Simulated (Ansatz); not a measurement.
# Input and output of a self-consistent single point for HgTe (Cmcm, 4 atoms in the cell) (Ansatz)

Level of theory: LDA (PW92), default PAW files made with PBE (plane waves; Ansatz, an electronic-structure program).

Input:

Ansatz 0.2 input:
```yaml
# HgTe
crystal:
  lattice:
    - [2.98354200, -3.45652900, 0.00000000]
    - [2.98354200, 3.45652900, 0.00000000]
    - [0.00000000, 0.00000000, 5.78076600]
  atoms:
    - { symbol: Hg, position: [0.34305000, 0.65695000, 0.75000000] }
    - { symbol: Hg, position: [0.65695000, 0.34305000, 0.25000000] }
    - { symbol: Te, position: [0.78481000, 0.21519000, 0.75000000] }
    - { symbol: Te, position: [0.21519000, 0.78481000, 0.25000000] }
basis:
  ecutwfc: 420.0 eV
kpoints:
  mp_grid: { grid: [7, 7, 6] }
hamiltonian:
  xc: lda
  pseudopotentials: { kind: paw }
scf:
  occupations: { method: gaussian, width: 0.1 eV }
output:
  forces: true
  eigenvalues: true
  stress: true
```

The program printed (abridged):

```
WARN ansatz: RAYON_NUM_THREADS=1 ignored (pool sized by the plan → 1); use --threads N
Pseudopotentials: kind: paw
Pseudopotential: Hg, paw, valence charge 20
Pseudopotential: Te, paw, valence charge 16
Crystal: 4 atoms, lattice volume = 119.231 Å³
Basis set: ecut = 420 eV, 2305 PW (Γ)
Bands: 44, of which v1, the nominal top of the filled ones, is band 36 counted from 1 (35 counted from 0)
Symmetry: 8 space group operations
Space group: Cmcm (ITA 63), of the structure as read, at distance tolerance 4.9e-5 Å
k-points: 64 of 294
PAW frozen core: Hg, regenerated for the run's functional, and the local potential with it
PAW frozen core: Te, regenerated for the run's functional, and the local potential with it
Initial density: superposition of atomic densities (neutral atoms: chi_scale 0, normalization atom), corrected by the library's trained network
Initial wavefunctions: pseudopotential atomic-orbital guess
Eigensolver: davidson
Functional: x = slater, c = lda
SCF iter   1: F=—  HF=-40699.217216 eV  |F-HF|=—  |Δ(HF+E_count)|=         —  Δρ=4.75e-3  dr2=1.51e-2  ethr=1.77e-3  ⟨swp⟩=7.2  Hψ=11045  notcnv=0  defer=42
all-band conjugate gradients solve this SCF's bands
preconditioner: auto → LDOS
SCF iter   2: F=—  HF=-40699.214860 eV  |F-HF|=—  |Δ(HF+E_count)|=   2.36e-3  Δρ=2.73e-3  dr2=8.02e-3  ethr=2.10e-5  ⟨swp⟩=2.0  Hψ=5575  notcnv=0  defer=69
SCF iter   3: F=—  HF=-40699.211242 eV  |F-HF|=—  |Δ(HF+E_count)|=   3.62e-3  Δρ=7.27e-4  dr2=5.19e-4  ethr=1.11e-5  ⟨swp⟩=2.0  Hψ=4850  notcnv=0  defer=69
SCF iter   4: F=—  HF=-40699.211068 eV  |F-HF|=—  |Δ(HF+E_count)|=   1.74e-4  Δρ=1.04e-4  dr2=1.54e-5  ethr=7.21e-7  ⟨swp⟩=2.0  Hψ=4615  notcnv=0  defer=69
SCF iter   5: F=—  HF=-40699.211061 eV  |F-HF|=—  |Δ(HF+E_count)|=   7.37e-6  Δρ=1.35e-5  dr2=2.60e-7  ethr=2.14e-8  ⟨swp⟩=2.0  Hψ=4475  notcnv=0  defer=69
SCF iter   6: F=-40699.211061 eV  HF=-40699.211061 eV  |F-HF|=3.47e-8  |Δ(HF+E_count)|=   3.03e-8  Δρ=6.14e-6  dr2=5.06e-8  ethr=1.39e-10  ⟨swp⟩=10.5  Hψ=13366  notcnv=0
SCF 1 converged in 6 iterations: F = -40699.211061 eV  dr2 = 5.06e-8
SCF converged after 6 iterations
Free energy (F): -40699.211061 eV
Harris-Foulkes:  -40699.211061 eV  (|F-HF|=3.47e-8)
Internal energy: -40699.205576 eV  (E = F + TS)
E sigma→0 (E₀):  -40699.208318 eV
Entropy (-TS):   -0.005484 eV (-1.371 meV/atom)
Fermi energy:    9.932749 eV
--- Per-component energies (eV) ---
  E_band       = -1433.388874
  E_kinetic    = 1568.288032
  E_local      = -8388.052080  (includes V_loc(G=0)·N_el)
  E_nonlocal   = -448.468681
  E_hartree    = 4112.917207
  E_xc         = -683.633710
  E_vxc        = -731.125876  (∫ρ·V_xc dr)
  E_paw        = -28330.164183  (= ΣΔE_a)
  E_vpaw       = -1659.865704  (= ΣTr[D̂ρ^β])
  E_aug_tail   = 0.001336  (compensation charges beyond the density's cutoff)
  E_ewald      = -8532.603006
  E_core_change = 2.509508  (= ΣΔE_core)
  E_smearing   = -0.005484  (= −TS)
  E_closure    = 0.000000  (closes the sum)
  Σ components = -40699.211061   (vs F -40699.211061, Δ=0.00e0)
--- Forces (eV/Å), atoms counted from 1 ---
  atom   1  Hg     0.00000000     0.00321601     0.00000000
  atom   2  Hg     0.00000000    -0.00321601     0.00000000
  atom   3  Te     0.00000000     0.21674414     0.00000000
  atom   4  Te     0.00000000    -0.21674414     0.00000000
  max |Σ_I F_I| component: 2.78e-17 eV/Å
--- Stress (GPa, compression-positive) ---
       -5.257381       0.000000       0.000000
        0.000000      -4.167240       0.000000
        0.000000       0.000000      -4.575906
  P = ⅓ Tr σ = -4.6668 GPa (-46.668 kbar)
  The stress holds the Pulay correction. Without it, at fixed plane waves, as pw.x and ABINIT print it: P = -4.7014 GPa
--- Band table (eV; the first three rows and the last of 64) ---
  k-point 0: bands = ["-104.7898", "-104.7897", "-53.1048", "-53.1047", "-53.0903", "-53.0881", "-53.0607", "-53.0596", "-26.5903", "-26.5896", "-26.5877", "-26.5847", "-26.5388", "-26.5382", "-26.5351", "-26.5336", "-26.5220", "-26.5213", [...]
  k-point 1: bands = ["-104.7898", "-104.7897", "-53.1048", "-53.1047", "-53.0902", "-53.0882", "-53.0606", "-53.0597", "-26.5902", "-26.5896", "-26.5875", "-26.5850", "-26.5388", "-26.5383", "-26.5350", "-26.5338", "-26.5220", "-26.5214", [...]
  k-point 2: bands = ["-104.7897", "-104.7897", "-53.1048", "-53.1047", "-53.0898", "-53.0887", "-53.0604", "-53.0599", "-26.5900", "-26.5897", "-26.5870", "-26.5855", "-26.5387", "-26.5384", "-26.5348", "-26.5341", "-26.5218", "-26.5215", [...]
  k-point 63: bands = ["-104.7897", "-104.7897", "-53.1048", "-53.1048", "-53.0892", "-53.0892", "-53.0602", "-53.0602", "-26.5897", "-26.5897", "-26.5863", "-26.5863", "-26.5377", "-26.5377", "-26.5346", "-26.5346", "-26.5217", "-26.5217", [...]
```

The run converged in 6 iterations.

The starting cell comes from a database of computed structures (which also holds hypothetical and non-ambient phases and stackings), without a prior relaxation at this level. Its lattice was rescaled by up to half a per cent. Spin-orbit coupling is off. With a pressure of about -5 GPa the cell is away from its equilibrium volume at this level. Ansatz's pressure includes its estimate of the finite-basis (Pulay) stress. The run gives no clean gap (levels at the Fermi energy touch, overlap or are partly filled at this smearing), which alone does not show that the compound is a metal.
